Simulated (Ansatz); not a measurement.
Start from Mo in the bcc (W type) structure (space group Im-3m, No. 229; relaxed with 0.1 eV smearing).

```
Mo
1.0
   -1.57548     1.57548     1.57548
    1.57548    -1.57548     1.57548
    1.57548     1.57548    -1.57548
Mo
1
Direct
  0.00000   0.00000   0.00000
```

Cartesian axes are those of the cell as printed.

The values are results of DFT with r2SCAN, PAW potentials and a 500 eV plane-wave cutoff in Ansatz (an electronic-structure program), no spin-orbit coupling, not measurements.

Strains are applied to the cell and any free atomic positions relax.

One change was made to it. Results:

```csv
quantity,base,after
pressure,0.0 GPa,5.6 GPa
energy relative to the base (free energy F),0 meV/atom,+5.3 meV/atom
band gap,zero,zero
```

Question: Which of these changes matches the shifts?
A. uniaxial strain ε_yy = −0.73 %
B. isotropic strain −0.66 %
C. strain tensor (xx, yy, zz, yz, xz, xy) = (+1.38, −1.82, +0.54, −0.61, −1.32, −1.11) %

Answer: B, isotropic strain −0.66 %. For comparison, the energy relative to the base in the other runs: uniaxial strain ε_yy = −0.73 % gives +1.3 meV/atom; strain tensor (xx, yy, zz, yz, xz, xy) = (+1.38, −1.82, +0.54, −0.61, −1.32, −1.11) % gives +16 meV/atom.

Stability against distortions was not tested. All final runs are without spin polarisation.
